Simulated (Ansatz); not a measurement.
# Ge interstitial in silicon

These are PBE, PAW (plane waves to 420 eV; Ansatz, a program for electronic structure) values and carry that method's errors. A supercell of 64 sites (2×2×2 repeats of a cell of 8 atoms) was used; the energies come from a 2×2×2 shifted sampling of its zone. Site at the start: void with 4Si nearest. Energies of charged states are corrected for periodic images (point charge plus alignment at distant sites). Dielectric constants: PBE linear response of the host. Host gap at this level: 0.61 eV. Finite-size and sampling errors can reach tenths of an eV here. PBE underestimates the host's gap, which shifts levels and can delocalise carriers. Spin–orbit coupling is left out. Each state is the lowest found from its start.

Formation energies E_f are given with the Fermi level at the valence-band maximum. Chemical conditions: host crystal and elements as references (Δμ(Ge) = 0.00 eV; Ge taken from its element, since no compound that bounds it was computed at this level; only phases computed here count, gases as isolated molecules at 0 K). Reference phases: Ge: germanium.

The name describes the start; the neighbours show where the atoms ended.

Charges with a result: +2, +1, 0, −1. Others weren't obtained, and one of them could lie lower, also by skipping a charge.

| charge | moment (μB) | point group | largest move off a lattice site (Å) | neighbours of the last Ge atom of the defect at the end (Å) | image correction with alignment (eV) | E_f, host crystal and elements as references (eV) |
|---|---|---|---|---|---|---|
| +2 | not spin-polarised | Td | 0.14 | Si 2.51, Si 2.51, Si 2.51, Si 2.51 | 0.93 | 2.91 |
| +1† | fractional | – | 0.17 | Si 2.50, Si 2.50, Si 2.50, Si 2.59, Si 2.72, Si 2.72, Si 2.72 | 0.35 | – |
| 0† | not spin-polarised | – | 0.23 | Si 2.47, Si 2.47, Si 2.47, Si 2.49, Si 2.50, Si 2.50, Si 2.89 | 0.00 | 3.87 |
| −1† | quenched | – | 0.24 | Si 2.49, Si 2.49, Si 2.49, Si 2.51, Si 2.51, Si 2.51, Si 2.81 | -0.11 | – |

† Not settled in this cell, so no level is given: charge +1: fractional moment, a level filled in part, carriers not clearly localised; charge 0: carriers not clearly localised, level within 0.1 eV of a band edge or past it; charge −1: a level filled in part, carriers not clearly localised, level within 0.1 eV of a band edge or past it.

Point groups are those of the whole cell at tolerances of 0.03 and 0.1 Å ("near" where only the looser one holds); none is given for unsettled states.

Starting moments that weren't kept: charge +1 began with 1 μB and ended with 0.4; charge −1 began with 1 μB and ended with 0.0.
